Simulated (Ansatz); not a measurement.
## MoS2, pressure series

Base system: MoS₂ in the 2H-MoS2 type structure (space group P6_3/mmc, No. 194; layered, stacked along the Cartesian z axis).

```cif
data_Mo2S4
_chemical_formula_sum 'Mo2 S4'
_space_group_name_H-M_alt 'P 1'
_space_group_IT_number 1
_cell_length_a 3.14937
_cell_length_b 3.14937
_cell_length_c 12.09029
_cell_angle_alpha 90.000
_cell_angle_beta 90.000
_cell_angle_gamma 120.000
loop_
_space_group_symop_operation_xyz
  'x, y, z'
loop_
_atom_site_label
_atom_site_type_symbol
_atom_site_fract_x
_atom_site_fract_y
_atom_site_fract_z
_atom_site_occupancy
Mo1 Mo 0.33333 0.66667 0.25000 1
Mo2 Mo 0.66667 0.33333 0.75000 1
S1 S 0.33333 0.66667 0.62049 1
S2 S 0.66667 0.33333 0.12049 1
S3 S 0.66667 0.33333 0.37951 1
S4 S 0.33333 0.66667 0.87951 1
```

Cell and atoms are relaxed at each pressure.

The values are results of DFT with PBE-D3(BJ), PAW potentials and a 420 eV plane-wave cutoff in Ansatz (an electronic-structure program), without spin-orbit coupling, not measurements.

```csv
case,band gap,lattice parameter a,c/a ratio
base,0.78 eV,3.149 Å,3.839
pressure −2 GPa,1.04 eV,3.170 Å,4.013
pressure −1 GPa,0.87 eV,3.159 Å,3.897
pressure 3 GPa,[?],[?],[?]
pressure 7 GPa,0.38 eV,3.093 Å,3.693
pressure 15 GPa,0.10 eV,3.042 Å,3.645
pressure 30 GPa,zero,2.964 Å,3.619
pressure 50 GPa,zero,2.880 Å,3.621
pressure 75 GPa,zero,2.797 Å,3.652
pressure 100 GPa,zero,2.730 Å,3.689
```

Problem. Complete the table.

Solution. 
- pressure 3 GPa, band gap: 0.57 eV
- pressure 3 GPa, lattice parameter a: 3.123 Å
- pressure 3 GPa, c/a ratio: 3.749

A case with no gap was solved on a k-mesh chosen for an insulator, which is coarse for it. Load acts through the strain it causes; cell and atoms are relaxed under it. Stability against distortions was not tested. Competing high-pressure phases were not computed. The final runs are not spin-polarised. A zero or small gap of MoS2 under pressure 15 GPa and MoS2 under pressure 30 GPa can be the functional's error rather than a property of the material.
